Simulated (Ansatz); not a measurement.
Start from NaCdI3 in the cubic perovskite structure (space group Pm-3m, No. 221; a = 5.8371 Å; a hypothetical phase, not in the database extracts checked). Axes: x, y, z lie along the cube axes.

Calculations: plane-wave PAW DFT at the PBEsol level (Ansatz, a program for electronic structure, 420 eV), without spin-orbit coupling.

Modification: an isotropic linear strain of −2.27 %; the atoms relax in the strained cell.

### Question
Predict the stress tensor and what it implies for the stiffness.

### Answer
Stress of the strained cell less that of the base (GPa, compression positive):
```
    1.9     0.0     0.0
    0.0     1.9     0.0
    0.0     0.0     1.9
```

Then B = −ΔP/(ΔV/V₀) with ΔV/V₀ = -0.0666 gives secant stiffness values (nonlinear terms included at this strain): B ≈ 28 GPa.

As a check, the harmonic strain energy −½ V₀ Δσ:ε is 16 meV/atom; the computed energy rise is 14 meV/atom.

Stability against distortions was not tested. All final runs are without spin polarisation. Many cubic perovskites are stable only at high temperature; tilts and polar distortions were not tested.
